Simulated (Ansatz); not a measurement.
Consider SiC in the wurtzite structure (space group P6_3mc, No. 186).

```xyz
4
Lattice="3.0564 0.0000 0.0000 -1.5282 2.6469 0.0000 0.0000 0.0000 5.0158" Properties=species:S:1:pos:R:3 pbc="T T T"
Si     0.0000     1.7646     5.0138
Si     1.5282     0.8823     2.5059
C      0.0000     1.7646     1.8830
C      1.5282     0.8823     4.3909
```

Cartesian axes are those of the cell as printed.

All numbers come from LDA (Ansatz, a program for electronic structure; PAW; 420 eV plane waves; scalar-relativistic without spin-orbit coupling).

One thing is altered: the cell is compressed by 3.00 % along z with no lateral relaxation; the atoms relax in the strained cell.

**Question.** Predict the stress tensor and what it implies for the stiffness.

**Answer.** Stress of the strained cell less that of the base (GPa, compression positive):
```
   2.17    0.00    0.00
   0.00    2.17    0.00
   0.00    0.00   17.79
```

Then −Δσ_ii/ε with ε = -0.0300 gives secant stiffness values (nonlinear terms included at this strain): C33 ≈ 593 GPa, C13 ≈ 72 GPa and C23 ≈ 72 GPa.

As a check, the harmonic strain energy −½ V₀ Δσ:ε is 17 meV/atom; the computed energy rise is 17 meV/atom.

No phonon test of stability was made.
